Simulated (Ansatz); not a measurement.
We consider C (model structure, I4/mmm, No. 139, 4 atoms in the cell), described by r²SCAN (Ansatz, an electronic-structure program, plane waves, PAW).

Numerical settings: plane-wave cutoff 560 eV, 16×16×16 k mesh, Fermi–Dirac smearing 0.01 eV, scalar-relativistic PAW data made under PBE.

Cell (relaxed at this level):

```xyz
4
Lattice="-2.1823 2.1823 1.2508 2.1823 -2.1823 1.2508 2.1823 2.1823 -1.2508" Properties=species:S:1:pos:R:3 pbc="T T T"
C      0.7869     0.7869     0.0000
C      1.3953    -1.3953     1.2508
C     -1.3953     1.3953     1.2508
C      1.3953     1.3953     1.2508
```

### Question
What does this level give for the band gap, direct gap at Γ and bulk modulus B0?

### Answer

- band gap: 2.71 eV (on the SCF k mesh)
- direct gap at Γ: 5.67 eV
- bulk modulus B0: 417 GPa

Note: the bulk modulus is −V dP/dV from two relaxed cells at ±2 % in volume; the relaxation could raise the start's symmetry but not lower it, so the cell can be a saddle point.

Cost on a shared machine: around 80 core-seconds (rough).

A model structure was made by putting elements into a prototype or built by hand; it is no filed structure, need not be a known phase, and can be a saddle point held by its symmetry.
